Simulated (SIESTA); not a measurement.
# SIESTA run on NiAl (Pm-3m, 2 atoms in the cell): self-consistent single point

Level of theory: GGA PBE, numerical atomic orbitals DZP, PseudoDojo PBE standard norm-conserving potentials (rewritten from UPF to PSML) (SIESTA 5.4.2).

This input was run:

```
# files in the folder: Al.psml Ni.psml (PseudoDojo PBE standard)
SystemName  NiAl
SystemLabel siesta

NumberOfAtoms                2
NumberOfSpecies              2
%block ChemicalSpeciesLabel
  1 13 Al
  2 28 Ni
%endblock ChemicalSpeciesLabel
LatticeConstant              1.0 Ang
%block LatticeVectors
     2.909941000    0.000000000    0.000000000
     0.000000000    2.909941000    0.000000000
     0.000000000    0.000000000    2.909941000
%endblock LatticeVectors
AtomicCoordinatesFormat      Ang
%block AtomicCoordinatesAndAtomicSpecies
     1.454970500    1.454970500    1.454970500  1
     0.000000000    0.000000000    0.000000000  2
%endblock AtomicCoordinatesAndAtomicSpecies

XC.functional                GGA
XC.authors                   PBE
PAO.BasisSize                DZP
PAO.EnergyShift              0.01 Ry
MeshCutoff                   400 Ry
%block kgrid.MonkhorstPack
    8   0   0  0.0
    0   8   0  0.0
    0   0   8  0.0
%endblock kgrid.MonkhorstPack
OccupationFunction           MP
OccupationMPOrder            0
ElectronicTemperature        100.0 meV

MaxSCFIterations             150
SCF.Mixer.Method             Pulay
SCF.Mixer.Weight             0.1
SCF.Mixer.History            8
SCF.DM.Tolerance             1.0E-05
Diag.ParallelOverK           true
WriteForces                  true
Charge.Mulliken              end
```

The program printed (abridged):

```
reinit: Reading from file input.fdf

reinit: System Name: NiAl
reinit: System Label: siesta

coor:   Atomic-coordinates input format  =     Cartesian coordinates
coor:                                          (in Angstroms)

siesta: Atomic coordinates (Bohr) and species
siesta:      2.74950   2.74950   2.74950  1        1
siesta:      0.00000   0.00000   0.00000  2        2

siesta: System type = bulk

initatomlists: Number of atoms, orbitals, and projectors:      2    32    36

siesta: ******************** Simulation parameters ****************************
redata: Spin configuration                          = none
redata: Time-Reversal Symmetry                      = T
redata: Number of Atomic Species                    =        2
redata: Mesh Cutoff                                 =   400.0000 Ry
redata: Net charge of the system                    =     0.0000 |e|
redata: Min. number of SCF Iter                     =        0
redata: Max. number of SCF Iter                     =      150
redata: SCF convergence failure will abort job
redata: SCF mix quantity                            = Hamiltonian
redata: Mix DM or H after convergence               =   F
redata: Recompute H after scf cycle                 =   F
redata: Mix DM in first SCF step                    =   T
redata: No kicks to SCF
redata: DM Mixing Weight for Kicks                  =     0.5000
redata: Require Harris convergence for SCF          =   F
redata: Harris energy tolerance for SCF             =     0.000100 eV
redata: Require DM convergence for SCF              =   T
redata: DM tolerance for SCF                        =     0.000010
redata: Require EDM convergence for SCF             =   F
redata: EDM tolerance for SCF                       =     0.001000 eV
redata: Require H convergence for SCF               =   T
redata: Hamiltonian tolerance for SCF               =     0.001000 eV
   [... lines left out ...]
diag: Used triangular part                          = Lower
diag: Absolute tolerance                            =  0.100E-15
diag: Orthogonalization factor                      =  0.100E-05
diag: Memory factor                                 =  1.0000

superc: Internal auxiliary supercell:     7 x     7 x     7  =     343
superc: Number of atoms, orbitals, and projectors:    686  10976  12348

                        Single-point calculation

superc: Internal auxiliary supercell:     7 x     7 x     7  =     343
superc: Number of atoms, orbitals, and projectors:    686  10976  12348

outcell: Unit cell vectors (Ang):
        2.909941    0.000000    0.000000
        0.000000    2.909941    0.000000
        0.000000    0.000000    2.909941

outcell: Cell vector modules (Ang)   :    2.909941    2.909941    2.909941
outcell: Cell angles (23,13,12) (deg):     90.0000     90.0000     90.0000
outcell: Cell volume (Ang**3)        :     24.6407
new_DM -- step:     1
Initializing Density Matrix...

Attempting to read DM from file... Failed...
DM filled with atomic data:

InitMesh: MESH = 36 x 36 x 36 = 46656
InitMesh: Mesh cutoff (required, used) =   400.000   422.998 Ry

stepf: Methfessel-Paxton step function
       Using Hermite-Gauss polynomials of order  0
        iscf     Eharris(eV)        E_KS(eV)     FreeEng(eV)     dDmax    Ef(eV) dHmax(eV)
   scf:    1    -4573.987914    -4612.707971    -4612.722170  1.424721 -2.205766 27.702131
   scf:    2    -4635.444753    -4627.232275    -4627.242241  0.376392 -3.895830  9.433925
   scf:    3    -4629.415994    -4628.931254    -4628.938037  0.140701 -4.607811  1.190627
   scf:    4    -4628.641573    -4628.858915    -4628.865101  0.074285 -4.854099  1.939236
   scf:    5    -4628.998153    -4628.960369    -4628.966791  0.016658 -4.692221  0.248667
   scf:    6    -4628.962158    -4628.961358    -4628.967810  0.001753 -4.683614  0.151671
   scf:    7    -4628.962145    -4628.961988    -4628.968508  0.005443 -4.673592  0.015085
mix: Pulay -- inversion failed, > SVD [rank/size] 4 / 6
   scf:    8    -4628.961991    -4628.961989    -4628.968510  0.000038 -4.673302  0.011965
   scf:    9    -4628.961986    -4628.961989    -4628.968514  0.000104 -4.672478  0.000250
mix: Pulay -- inversion failed, > SVD [rank/size] 4 / 7
   scf:   10    -4628.961989    -4628.961989    -4628.968514  0.000005 -4.672475  0.000313
SCF Convergence by DM+H criterion
max |DM_out - DM_in|         :     0.0000046543
max |H_out - H_in|      (eV) :     0.0003127405
SCF cycle converged after 10 iterations

Using DM_out to compute the final energy and forces

siesta: E_KS(eV) =            -4628.9620

siesta: E_KS - E_eggbox =     -4628.9620

siesta: Atomic forces (eV/Ang):
     1    0.000000    0.000000    0.000000
     2   -0.000000   -0.000000   -0.000000
   Tot   -0.000000   -0.000000    0.000000
   Max    0.000000
   Res    0.000000    sqrt( Sum f_i^2 / 3N )
   Max    0.000000    constrained

Stress tensor Voigt[x,y,z,yz,xz,xy] (kbar):       50.58       50.58       50.58        0.00       -0.00       -0.00
(Free)E + p*V (eV/cell)    -4629.7465
Target enthalpy (eV/cell)    -4628.9685

siesta: Program's energy decomposition (eV):
siesta: Ebs     =      -724.544423
siesta: Eions   =      5931.900684
siesta: Ena     =       418.519202
siesta: Ekin    =      2182.330718
siesta: Enl     =      -714.626337
siesta: Eso     =         0.000000
siesta: Edftu   =         0.000000
siesta: DEna    =        30.628142
siesta: DUscf   =         0.707949
siesta: DUext   =         0.000000
siesta: Ex      =      -580.059796
siesta: Ec      =       -34.561184
siesta: Exc     =      -614.620979
siesta: Eharris =     -4628.961989
siesta: Etot    =     -4628.961989
siesta: FreeEng =     -4628.968514

siesta: Stress tensor (static) (eV/Ang**3):
siesta:     0.031572   -0.000000   -0.000000
siesta:    -0.000000    0.031572    0.000000
siesta:    -0.000000    0.000000    0.031572

siesta: Cell volume =         24.640672 Ang**3

siesta: Pressure (static):
siesta:                Solid            Molecule  Units
siesta:          -0.00034387         -0.00034387  Ry/Bohr**3
siesta:          -0.03157232         -0.03157232  eV/Ang**3
siesta:         -50.58444033        -50.58444033  kBar

mulliken: Atomic and Orbital Populations:

Species: Al
Atom  Qatom  Qorb
               3s      3s      3py     3pz     3px     3py     3pz     3px
               3Pdxy   3Pdyz   3Pdz2   3Pdxz   3Pdx2-y2
   1  3.757   0.903   0.146   0.337   0.337   0.337   0.274   0.274   0.274
              0.166   0.166   0.187   0.166   0.187

Species: Ni
Atom  Qatom  Qorb
               3s      4s      4s      3py     3pz     3px     4py     4pz
               4px     3dxy    3dyz    3dz2    3dxz    3dx2-y2 3dxy    3dyz
               3dz2    3dxz    3dx2-y2
   2 17.243   1.884  -0.189   0.126   2.009   2.009   2.009   0.311   0.311
              0.311   1.767   1.767   1.779   1.767   1.779  -0.068  -0.068

             -0.098  -0.068  -0.098

mulliken: Qtot =       21.000

Mulliken Atomic Populations:
Atom #   charge [q] valence [e]  Species
     1    -0.756524    3.756524  Al
     2     0.756524   17.243476  Ni
 Total     0.000000
```

The run converged in 10 iterations.

The starting cell has typed, rounded lattice constants, without a prior relaxation at this level. Its lattice was rescaled by a random factor within 2.5 % of one. Spin polarisation is off. Values carry the incompleteness of an atom-centred basis. With a pressure of about -5 GPa the cell is away from its equilibrium volume at this level.

Cost on one core of a shared machine: roughly 40 s.
